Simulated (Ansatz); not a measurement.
Defect: Mo-vacancy pair (Mo on one host Rh site, one Rh site vacant) in fcc Rh, neutral cell. Computed with PBE, PAW (plane waves to 420 eV; Ansatz, an electronic-structure program).

Cell of 32 host sites held at the relaxed PBE lattice; a 2×2×2 k-point mesh shifted by half a step; Fermi-Dirac width 0.10 eV, spin-restricted; finite-size errors left in. Energies are static. Forms of the defect that were not tried may lie lower.

Barriers: single points on a 4×4×4 k-point mesh shifted by half a step at the bands' geometries (they differ from the bands' own by up to 0.13 eV, and are uncertain by about as much).

A. direct exchange of Mo with the vacancy (Mo-vacancy distance between ideal sites 2.71 Å throughout); the atom moves 2.68 Å along (0.00, 0.50, 0.50) of the unit cell; the moving atom starts with neighbours 4 Rh at 2.67, Rh at 2.69, 6 Rh at 2.71 Å and ends with 4 Rh at 2.67, Rh at 2.69, 6 Rh at 2.71 Å; the start lies 0.50 eV above the lowest site run; saddle order not checked, on a symmetry element.
B. a nearby Rh atom hops onto the vacant site (Mo-vacancy distance between ideal sites 2.71 → 5.42 Å); the atom moves 2.61 Å along (0.00, -0.48, -0.48) of the unit cell; the moving atom starts with neighbours 4 Rh at 2.67, 2 Rh at 2.71, 4 Rh at 2.74, Rh at 2.81 Å and ends with Mo at 2.74; 4 Rh at 2.69, 6 Rh at 2.71 Å; the start lies 0.50 eV above the lowest site run; saddle order not checked, on a symmetry element.

A band can be held on a symmetry element, so unchecked saddle points there may be too high.

Q: Order them by forward barrier (lowest first) at the level PBE, PAW.

A: B (1.53 eV), A (2.00 eV)
